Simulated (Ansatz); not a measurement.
Carrier doping in ScF3

The reference is ScF₃ in the ReO3 type structure (space group Pm-3m, No. 221; a = 4.020 Å).

Carriers are added at fixed cell with a uniform background; the Fermi–Dirac width is that of 300 K.

Calculations: PBEsol (Ansatz, a program for electronic structure), no spin-orbit coupling.

Candidates:
(a) electrons 5.0×10^21 cm⁻³
(b) holes 2.0×10^21 cm⁻³
(c) holes 7.0×10^21 cm⁻³

Base values:

- Gap between the host's bands: 6.26 eV

Task: Order them by gap between the host's bands, highest first.

Result: (a) electrons 5.0×10^21 cm⁻³ (7.08 eV), (c) holes 7.0×10^21 cm⁻³ (6.65 eV), (b) holes 2.0×10^21 cm⁻³ (6.37 eV)

Carriers are added with a uniform compensating background; total energy and stress of such cells depend on the potential's zero and are not compared; many-body gap narrowing is missing at this level. Stability against distortions was not tested. The base started in R32 and relaxed to Pm-3m at this level. The final runs are not spin-polarised.
